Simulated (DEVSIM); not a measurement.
Device: Ti/SiO2/n-Si capacitor, at 300 K.

```csv
layer (left to right),material,thickness (nm),Nd (cm⁻³)
1,SiO2,9.00,-
2,Si,7600,5.7e15
```

Metal gate on the left, work function 4.33 eV. Fixed charge at the semiconductor interface 1.9e10 cm⁻² (in units of +e); interface traps 3.4e10 cm⁻² eV⁻¹, uniform in energy, neutral level at 0.5 of the gap above the valence band.

Constants are typed, rounded textbook-type inputs, not results; the design itself was drawn at random and stands for no fabricated device. Values at 300 K; Nc and Nv go as T^1.5, mobilities as T to minus their exponent, the gap by Varshni's rule with the affinity fixed.

| parameter | SiO2 | Si |
|---|---|---|
| gap (eV) | 9 | 1.124 |
| affinity (eV) | 0.9 | 4.05 |
| permittivity | 3.9 | 11.7 |
| Nc (cm⁻³) | - | 2.86e19 |
| Nv (cm⁻³) | - | 3.1e19 |
| Varshni α (eV/K) | - | 0.000473 |
| Varshni β (K) | - | 636 |

DEVSIM, 1D Poisson equation in equilibrium, Boltzmann statistics, complete ionisation; no quantum confinement or tunnelling. Metal contacts follow the ideal Schottky-Mott rule: no Fermi-level pinning, no interface dipoles.

Base results: capacitance of the dielectric stack (μF/cm²) 0.384; flat-band voltage (V) 0.06; threshold voltage (band bending 2φF) (V) -0.73; minimum of the low-frequency capacitance (μF/cm²) 0.0324.

What follows from this one change: SiO2 thickness 0.009 → 0.0076 μm?

capacitance of the dielectric stack 0.384 → 0.454 μF/cm²; flat-band voltage little changed (0.06 V); threshold voltage (band bending 2φF) -0.73 → -0.71 V; minimum of the low-frequency capacitance little changed (0.0327 μF/cm²).

What follows from this one change: substrate doping 5.7e+15 → 5.7e+14 cm^-3?

capacitance of the dielectric stack little changed (0.384 μF/cm²); flat-band voltage 0.06 → 0.00 V; threshold voltage (band bending 2φF) -0.73 → -0.60 V; minimum of the low-frequency capacitance 0.0324 → 0.0154 μF/cm².

What follows from this one change: fixed charge 1.9e+10 → 9.19e+11 cm^-2?

capacitance of the dielectric stack little changed (0.384 μF/cm²); flat-band voltage 0.06 → -0.32 V; threshold voltage (band bending 2φF) -0.73 → -1.10 V; minimum of the low-frequency capacitance little changed (0.0323 μF/cm²).

What follows from this one change: interface trap density 3.4e+10 → 1e+10 cm^-2 eV^-1?

capacitance of the dielectric stack little changed (0.384 μF/cm²); flat-band voltage little changed (0.05 V); threshold voltage (band bending 2φF) little changed (-0.72 V); minimum of the low-frequency capacitance 0.0324 → 0.0291 μF/cm².

What follows from this one change: gate work function 4.33 → 4.18 eV?

capacitance of the dielectric stack little changed (0.384 μF/cm²); flat-band voltage 0.06 → -0.09 V; threshold voltage (band bending 2φF) -0.73 → -0.88 V; minimum of the low-frequency capacitance little changed (0.0326 μF/cm²).
